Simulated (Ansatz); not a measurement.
The starting structures come from a database of crystals and need not be the phases stable at ambient conditions.

 Where the default PAW files enter, the runs use the earlier of Ansatz's two default sets.

Tunnelling through a barrier is set by its complex band structure: the current falls as exp(−2κd) with the smallest κ.

Here is the system:

```xyz
6
Lattice="2.8739 0.0000 0.0000 0.0000 5.9602 0.0000 0.0000 0.0000 5.2461" Properties=species:S:1:pos:R:3 pbc="T T T"
Fe     0.0000     0.0000     0.0000
Fe     1.4369     2.9801     2.6231
As     0.0000     2.1622     0.9382
As     0.0000     3.7980     4.3079
As     1.4369     0.8179     3.5612
As     1.4369     5.1423     1.6849
```

Space group of this cell: Pnnm. The cell is taken as given.

Transport runs along the normal of the first two printed cell vectors.

The gap is the functional's own, uncorrected, and κ follows it; spin-orbit coupling is left out. Mid-gap values are interpolated between the computed energies.

Problem. State the band gap and the smallest decay constant κ at mid-gap according to r2SCAN (Ansatz, a first-principles code).

Solution. Gap 0.52 eV on a 10×6×6 mesh; κ = 0.166 1/Å, at (0.500, 0.500) of the in-plane reciprocal vectors. At the zone centre, at the nearest computed energy, the slowest state has κ = 0.23 1/Å.
